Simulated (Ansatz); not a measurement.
An Ansatz (a program for electronic structure) run: Ta2O5; PBEsol in Ansatz (plane waves to 420 eV, PAW, no spin-orbit coupling).

Input:

Ansatz 0.2 input:
```yaml
crystal:
  lattice:
    - [3.8384136611, 0, 0]
    - [0, 12.9931004786, 0]
    - [0, 0, 3.8686006168]
  atoms:
    - { symbol: Ta, position: [0, 0.1461710293, 0.0212786803] }
    - { symbol: Ta, position: [0, 0.8538289707, 0.0212786803] }
    - { symbol: Ta, position: [0.5, 0.3538289707, 0.9787213197] }
    - { symbol: Ta, position: [0.5, 0.6461710293, 0.9787213197] }
    - { symbol: O, position: [0.5, 0.1851614525, 0.0019777522] }
    - { symbol: O, position: [0.5, 0.8148385475, 0.0019777522] }
    - { symbol: O, position: [0, 0.3148385475, 0.9980222478] }
    - { symbol: O, position: [0, 0.6851614525, 0.9980222478] }
    - { symbol: O, position: [0, 0.8505787623, 0.5073193536] }
    - { symbol: O, position: [0, 0.1494212377, 0.5073193536] }
    - { symbol: O, position: [0.5, 0.6494212377, 0.4926806464] }
    - { symbol: O, position: [0.5, 0.3505787623, 0.4926806464] }
    - { symbol: O, position: [0.5, 0.5, 0.9954251784] }
    - { symbol: O, position: [0, 0, 0.0045748216] }
basis: { ecutwfc: 420, ecutrho_ratio: 4, xc_grid: 2, fft_grid_basis: typed }
kpoints: { mp_grid: { grid: [7, 2, 7] } }
hamiltonian:
  xc: pbesol
  dispersion: none
  pseudopotentials: { kind: paw }
scf: { occupations: { method: fermi_dirac, width: 0.05 }, convergence: { dr2_threshold: 0.0000000014 } }
output: { forces: true, stress: true }
```

Output (explanatory and most iteration lines left out):

```
Pseudopotential: Ta, paw, valence charge 13
Pseudopotential: O, paw, valence charge 6
Crystal: 14 atoms, lattice volume = 192.938 Å³
Basis set: ecut = 420 eV, 3795 PW (Γ), exchange–correlation on 54×180×54 points (8 copies of the dense FFT grid, shifted against one another)
Bands: 70, of which v1, the nominal top of the filled ones, is band 56 counted from 1 (55 counted from 0)
Symmetry: 8 space group operations
Space group: Pmmn (ITA 59), of the structure as read, at distance tolerance 5.8e-5 Å
k-points: 32 of 98
Functional: x = pbesol(κ = 0.804, μ = 0.12345679012345678), c = pbesol(β = 0.046)
SCF iter   1: F=—  HF=-44849.248364 eV  |F-HF|=—  |Δ(HF+E_count)|=         —  Δρ=1.77e-2  dr2=5.19e-1  ethr=1.77e-3  ⟨swp⟩=5.9  Hψ=8525  notcnv=0  defer=17
SCF iter   2: F=—  HF=-44849.136105 eV  |F-HF|=—  |Δ(HF+E_count)|=   1.12e-1  Δρ=4.83e-3  dr2=3.25e-2  ethr=4.63e-4  ⟨swp⟩=2.0  Hψ=3810  notcnv=0  defer=242
SCF 1 converged in 11 iterations: F = -44849.130858 eV  dr2 = 3.86e-10
SCF converged after 11 iterations
Free energy (F): -44849.130858 eV
Internal energy: -44849.130858 eV  (E = F + TS)
E sigma→0 (E₀):  -44849.130858 eV
Fermi energy:    8.131005 eV
--- Forces (eV/Å), atoms counted from 1 ---
  atom   1  Ta    -0.00000000    -0.00035295    -0.00004900
  atom   2  Ta    -0.00000000     0.00035295    -0.00004900
  atom   3  Ta     0.00000000     0.00035295     0.00004900
  atom   4  Ta     0.00000000    -0.00035295     0.00004900
  atom   5  O     -0.00000000    -0.00020178    -0.00015410
  atom   6  O     -0.00000000     0.00020178    -0.00015410
  atom   7  O      0.00000000     0.00020178     0.00015410
  atom   8  O      0.00000000    -0.00020178     0.00015410
  atom   9  O     -0.00000000     0.00006662     0.00007596
  atom  10  O     -0.00000000    -0.00006662     0.00007596
  atom  11  O      0.00000000    -0.00006662    -0.00007596
  atom  12  O      0.00000000     0.00006662    -0.00007596
  atom  13  O     -0.00000000     0.00000000     0.00023288
  atom  14  O      0.00000000     0.00000000    -0.00023288
--- Stress (GPa, compression-positive) ---
       -0.002194      -0.000000       0.000000
       -0.000000      -0.007060      -0.000000
        0.000000      -0.000000       0.008236
  P = ⅓ Tr σ = -0.0003 GPa (-0.003 kbar)
```

With Ta present, leaving out spin-orbit coupling can change the band edges. No phonon test of stability was made. The cell is Ta2O5 (space group Pmmn, No. 59; a cell from a computed database, its experimental status unchecked).
